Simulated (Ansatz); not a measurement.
An Ansatz (an electronic-structure program) input (Kohn–Sham DFT with the PBEsol functional, run in Ansatz with PAW and 420 eV plane waves, spin-orbit coupling left out):

Ansatz 0.2 input:
```yaml
crystal:
  lattice:
    - [3.275640346, 0, 0]
    - [0, 3.275640346, 0]
    - [0, 0, 3.275640346]
  atoms:
    - { symbol: Ba, position: [0, 0, 0] }
    - { symbol: O, position: [0.5, 0.5, 0.5] }
basis: { ecutwfc: 420, ecutrho_ratio: 4, xc_grid: 2, fft_grid_basis: typed }
kpoints: { mp_grid: { grid: [10, 10, 10] } }
hamiltonian:
  xc: pbesol
  dispersion: none
  pseudopotentials: { kind: paw }
scf: { occupations: { method: fermi_dirac, width: 0.05 }, convergence: { dr2_threshold: 0.0000000002 } }
output: { forces: true, stress: true }
```

Question: Which symmetry and how many k-points will the program report, and about how many plane waves at Γ?

Answer: Space group Pm-3m (ITA 221) with 48 operations, k-points 56 of 1000, and 691 plane waves at Γ.

Stability against distortions was not tested. The cell is BaO in the CsCl type structure (space group Pm-3m, No. 221; a hypothetical phase, not in the database extracts checked).
